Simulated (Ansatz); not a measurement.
Data:

A slab with vacuum along the third vector:

```yaml
crystal:
  lattice:
    - [5.42396, 0.00000, 0.00000]
    - [2.71198, 5.47877, 0.00000]
    - [0.00000, 0.00000, 27.00000]
  atoms:
    - { symbol: Sn, position: [0.76915, 0.96170, 0.30961] }
    - { symbol: O, position: [0.39078, 0.23223, 0.32941] }
    - { symbol: O, position: [0.87698, 0.23223, 0.32941] }
    - { symbol: Sn, position: [0.48195, 0.53609, 0.34928] }
    - { symbol: Sn, position: [0.16378, 0.17245, 0.38905] }
    - { symbol: O, position: [0.75836, 0.48358, 0.41442] }
    - { symbol: O, position: [0.25806, 0.48358, 0.41442] }
    - { symbol: Sn, position: [0.85874, 0.78252, 0.43496] }
    - { symbol: Sn, position: [0.53811, 0.42378, 0.47834] }
    - { symbol: O, position: [0.12950, 0.73507, 0.50000] }
    - { symbol: O, position: [0.63543, 0.73507, 0.50000] }
    - { symbol: Sn, position: [0.22682, 0.04636, 0.52166] }
    - { symbol: Sn, position: [0.90619, 0.68762, 0.56504] }
    - { symbol: O, position: [0.50687, 0.98656, 0.58558] }
    - { symbol: O, position: [0.00657, 0.98656, 0.58558] }
    - { symbol: Sn, position: [0.60115, 0.29769, 0.61095] }
    - { symbol: Sn, position: [0.28298, 0.93405, 0.65072] }
    - { symbol: O, position: [0.88794, 0.23791, 0.67059] }
    - { symbol: O, position: [0.37414, 0.23791, 0.67059] }
    - { symbol: Sn, position: [0.99578, 0.50845, 0.69039] }
```

Slab: 20 atoms, O10Sn10, 10.6 Å thick at the start; k 5x5x1, smearing 0.025 eV, dipole-corrected; all atoms relaxed; symmetry of the start imposed; no spin, no spin-orbit, no U.

Q: Predict the highest filled level below the top vacuum level from Ansatz (an electronic-structure program) with PBE with D3(BJ) dispersion.

A: 4.04 eV

Q: Predict the gap of the slab on its k-mesh from PBE with D3(BJ) dispersion.

A: 0.62 eV

Q: Give the surface energy (mean of both faces) at the level PBE with D3(BJ) dispersion.

A: 44 meV/Å^2
